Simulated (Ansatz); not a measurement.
The structure below was relaxed with Ansatz (an electronic-structure program), r2SCAN, PAW, cutoff 500 eV, no spin-orbit coupling, earlier PAW set, at pressure 0.3 GPa.

```
GaN
1.0
    0.00000     2.24796     2.24796
    2.24796     0.00000     2.24796
    2.24796     2.24796     0.00000
N Ga
1 1
Cartesian
  3.37194   3.37194   3.37194
  0.00000   0.00000   0.00000
```

### Question
Find the space group and the Wyckoff positions.

### Answer
Space group F-43m (No. 216); a = 4.4959 Å, b = 4.4959 Å, c = 4.4959 Å, α = 90.00°, β = 90.00°, γ = 90.00°

```tsv
atom	site	symmetry	x	y	z
N	4c	-43m	0.2500	0.2500	0.2500
Ga	4a	-43m	0.0000	0.0000	0.0000
```

Load acts through the strain it causes; cell and atoms are relaxed under it. Whether these cells are dynamically stable was not tested. The cell was made from GaN in the zinc blende structure (space group F-43m, No. 216) by this change: pressure 0.3 GPa. This is not the structure that GaN has at room temperature and ambient pressure.
